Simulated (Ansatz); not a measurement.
**AlCo: response to strain**

The reference is AlCo in the CsCl type structure (space group Pm-3m, No. 221; a = 2.824 Å; weakly magnetic (sensitive to the mesh)). Axes: x, y, z lie along the cube axes.

Strains are applied to the cell and any free atomic positions relax; under biaxial strain the out-of-plane vector relaxes too.

Method: Ansatz (a quantum-chemistry and plane-wave program), r2SCAN, PAW, cutoff 500 eV, no spin-orbit coupling.

Candidates:
(a) uniaxial strain ε_xx = −0.45 %
(b) biaxial strain +1.99 %, plane normal [001], relaxed out of plane
(c) tensor shear ε_xz = −1.29 %

Notes on the quantities. energy relative to the base: free energy F.

Order them by energy relative to the base, highest first.

(b) biaxial strain +1.99 %, plane normal [001], relaxed out of plane (+8.8 meV/atom), (c) tensor shear ε_xz = −1.29 % (+3.8 meV/atom), (a) uniaxial strain ε_xx = −0.45 % (+0.2 meV/atom)

The magnetic state is the one reached from the starting moments; the real material's order can differ, and small cells can't hold many antiferromagnetic ones. Without a gap, meshes like the base's 16×16×16 leave anisotropic stresses uncertain by several tenths of a GPa, and small strain energies with them. Stability against distortions was not tested. Starting moments died away, wholly or in part, for uniaxial strain ε_xx = −0.45 %, the base and tensor shear ε_xz = −1.29 %; another magnetic solution may exist.
